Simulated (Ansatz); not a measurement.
AlCl3 (C2/m, No. 12), treated with PBE0 (plane waves, PAW; Ansatz, a program for electronic structure).

Run with plane-wave cutoff 460 eV, 6×6×4 k mesh (along the axes of the cell as run), Fermi–Dirac smearing 0.01 eV, scalar-relativistic PAW data made under PBE.

Cell (relaxed at this level):

```yaml
crystal:
  lattice:
    - [2.98644, -5.17231, 0.00560]
    - [2.98644, 5.17231, 0.00560]
    - [-1.93389, 0.00000, 6.70658]
  atoms:
    - { symbol: Al, position: [0.16664, 0.83336, 0.00000] }
    - { symbol: Al, position: [0.83336, 0.16664, 0.00000] }
    - { symbol: Cl, position: [0.79896, 0.79896, 0.80266] }
    - { symbol: Cl, position: [0.20104, 0.20104, 0.19734] }
    - { symbol: Cl, position: [0.07416, 0.43655, 0.80273] }
    - { symbol: Cl, position: [0.92584, 0.56345, 0.19727] }
    - { symbol: Cl, position: [0.56345, 0.92584, 0.19727] }
    - { symbol: Cl, position: [0.43655, 0.07416, 0.80273] }
```

Problem. Predict the band gap and smallest direct gap on the k points sampled.

Solution. 
- band gap = 7.68 eV (on the SCF k mesh) (indirect)
- smallest direct gap on the k points sampled = 7.76 eV

Note: the cell comes from a level without a dispersion term, which matters for the spacing of layers, chains or molecules; the volume lies 17 % above that of the published cell; the cell has widely spaced layers and the level no dispersion term, so their spacing and the moduli can rest on weak binding.

Computed values are for the static lattice.
